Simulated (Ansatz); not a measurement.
Start from Re in the hcp (Mg type) structure (space group P6_3/mmc, No. 194; a = 2.752 Å, c = 4.440 Å; relaxed with 0.1 eV smearing). Axes: x lies along a and z along c of the hexagonal cell.

Computed with Ansatz (an electronic-structure program) PBEsol, spin-orbit coupling left out.

Before the change:

- Pressure = 0.0 GPa
- Band gap = zero

One thing is altered: the cell is compressed by 2.50 % along z with no lateral relaxation, atoms relaxed at fixed cell.

Task: Predict the new pressure.

Result: The pressure (mean of the normal stresses, compression positive) goes from zero to 10.7 GPa.

Task: What happens to the energy relative to the base?

Result: The energy grows by 21 meV/atom.

Task: How does this affect the band gap?

Result: The band gap remains zero.

The cells carry an imposed strain or load. Stability against distortions was not tested. The final runs are not spin-polarised.
